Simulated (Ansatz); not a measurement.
# Convergence study of the k-point mesh at a smearing width of 0.02 eV for HgTe (R3m, 2 atoms in the cell)

```xyz
2
Lattice="0.0000 3.2138 3.2138 3.2138 0.0000 3.2138 3.2138 3.2138 0.0000" Properties=species:S:1:pos:R:3 pbc="T T T"
Hg     0.0289     0.0289     0.0289
Te     1.6069     1.6069     1.6069
```

Method: PBEsol, default PAW files made with PBE (plane waves; Ansatz, a program for electronic structure).

Base settings: basis.ecutwfc = 420 eV; kpoints.mp_grid.grid = 7 7 7; hamiltonian.xc = pbesol; hamiltonian.pseudopotentials = {kind: paw} (the program's default PAW files); scf.occupations.method = fermi_dirac; scf.occupations.width = 0.01 eV.

In this ladder: scf.occupations.width = 0.02 eV.

Only quantities that move along the ladder and can be compared are tabulated.

The count of work is k-points × plane waves × bands × iterations; it is no time. 

The starting cell has typed, rounded lattice constants, without a prior relaxation at this level. Its lattice was rescaled by up to half a per cent. One atom was moved a little off its site on purpose. Ansatz's pressure includes its estimate of the finite-basis (Pulay) stress. The run gives no clean gap (levels at the Fermi energy touch, overlap or are partly filled at this smearing), which alone does not show that the compound is a metal.

```csv
kpoints.mp_grid.grid,free energy less the last step's (meV/atom),pressure (GPa),count of work / last
3 3 3,168.43,3.26,0.0079
4 4 4,50.11,2.30,0.015
5 5 5,17.61,1.99,0.021
6 6 6,7.03,1.89,0.036
7 7 7,3.09,1.84,0.049
8 8 8,1.47,1.82,0.073
10 10 10,0.39,1.81,0.13
14 14 14,0.04,1.81,0.32
17 17 17,0.01,1.81,0.55
21 21 21,0.00,1.81,1.0
```

Coarsest kpoints.mp_grid.grid that holds the free energy within 5 meV/atom of the last step, with all finer ones: 7 7 7, at 0.049 of the last step's count of work; the step before is off by 7.0 meV/atom.

Coarsest kpoints.mp_grid.grid that holds the pressure within 0.05 GPa of the last step, with all finer ones: 7 7 7, at 0.049 of the last step's count of work; the step before is off by 0.08 GPa.

Keys are those of Ansatz 0.2.
